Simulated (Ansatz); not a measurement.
# Mo: energy against strain

Mo (bcc, Im-3m, 15.062 Å³/atom at rest, cube axes along x, y and z) under a strain ε along a cube axis (axis z), the other axes held. LDA in Ansatz, a plane-wave DFT program (PAW, default set), 420 eV, 30×30×30 Γ-centred mesh, Fermi-Dirac smearing 0.10 eV; ions are relaxed within the symmetry of each cell.

Here s stands for strain and y for E less E0.

```
strain (%)  E less E0 (meV/atom)
----------  --------------------
-3.00                          ?
-1.50                       5.58
-1.00                       2.43
-0.50                       0.58
0.00                        0.00
0.50                        0.64
1.00                        2.47
1.50                        5.44
```

Q: Fit y against s with a parabola, and predict the withheld value at s = -3.00.

A: Least squares gives y = -0.001 - 0.0200·s + 2.4495·s². Residuals (row less fit): 0.040, -0.038, -0.041, 0.001, 0.039, 0.042, -0.040; standard error 0.049 (degrees of freedom: 4). Twice the quadratic coefficient over the volume, 2 × 2.4495 meV × 10⁴ × 0.1602 / 15.062 Å³, is the elastic constant C11 = 521 ± 5 GPa. At the withheld row, y = -0.001 - 0.0200 × (-3.0) + 2.4495 × (-3.0)² = 22.104 meV/atom. The calculation gives 23.24 meV/atom, 1.136 meV/atom above the prediction (4.9 % of the range of y in the table). The row lies outside the fitted rows, so this is an extrapolation. From the scatter of the fitted rows alone, a prediction at this place has a standard error of 0.187 meV/atom, so the miss is 6.1 times that.

One order more, fitted to all 13 runs of the series, follows each within 0.01, so the miss is the next term of a smooth law. In a metal these values are sensitive to mesh and smearing; energies are taken to zero smearing, stresses follow the free energy. Rows are the converged runs of the series near zero and its far end; series whose fitted rows scatter by over a few per cent of the range, as at a crossing or softening among them, aren't shown in this form. Most that stay on the fit to the last digits aren't either.
